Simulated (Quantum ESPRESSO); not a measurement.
# Pressure against volume in hcp Sc (space group 194) (Quantum ESPRESSO, PBE)

```
CELL_PARAMETERS angstrom
      3.25115     0.00000     0.00000
     -1.62557     2.81557     0.00000
      0.00000     0.00000     5.17629
ATOMIC_POSITIONS crystal
  Sc 0.66667 0.33333 0.75000
  Sc 0.33333 0.66667 0.25000
```

Method: PBE, PSlibrary PAW (PBE) pseudopotentials (plane waves; Quantum ESPRESSO). Settings: ecutwfc = 72 Ry; ecutrho = 576 Ry; occupations = smearing; smearing = fermi-dirac; degauss = 0.0036749 Ry; potentials = {Sc: Sc.pbe-spn-kjpaw_psl.1.0.0.UPF}; K_POINTS = automatic 20 20 11 0 0 0; conv_thr = 1e-10 Ry. The cell above is the first row's. The rows scale it uniformly. In all rows fractional positions and the k mesh are held.

```csv
V (Å^3/atom),P (GPa)
23.6915,?
24.2065,0.78
24.7215,-0.38
25.2366,-1.46
25.7516,-2.42
26.2666,-3.30
26.7817,-4.12
27.2967,-4.85
27.8117,-5.53
```

Fit P of the 8 rows that show it with a cubic. With u = V - 26.0, the rows have u = -1.7935, -1.2785, -0.7634, -0.2484, 0.2666, 0.7817, 1.2967, 1.8117. Least squares gives P = -2.859 - 1.7198·u + 0.1542·u² - 0.01036·u³. Residuals (row less fit): -0.001, 0.007, -0.008, 0.002, 0.007, -0.006, 0.002, 0.000; standard error 0.007 (degrees of freedom: 4). The fitted pressure is zero at V0 = 24.55, where dP/dV = -2.234, so B0 = -V0·dP/dV = 54.8 GPa.

Problem. Predict the withheld P at V = 23.6915 from the fit, and compare with the calculation.

Solution. u = -2.3085, so P = -2.859 - 1.7198 × (-2.3085) + 0.1542 × (-2.3085)² - 0.01036 × (-2.3085)³ = 2.060 GPa. The calculation gives 2.06 GPa, which the fit meets to the printed digits. The row lies outside the fitted rows, so this is an extrapolation. From the scatter of the fitted rows alone, a prediction at this place has a standard error of 0.019 GPa, so the miss is 0.0 times that.

Carrying the step between the two nearest rows on in a straight line would have given 1.94, off by 0.12; series whose last step already gives the withheld value aren't shown. The scan was laid around a cell of about the measured size, scaled by a guess for this functional; axis ratios and inner coordinates come from that cell. The runs keep the symmetry of the cell, so they don't test it for distortions. The shape of the cell and the inner coordinates aren't relaxed, so V0 and B0 belong to this uniform scaling; a relaxed crystal lies no higher in energy and is usually softer. Cutoffs and mesh are single choices, not tested for convergence of this quantity. Series with a scatter that would blur these digits, or in which a gap closes, are not shown.
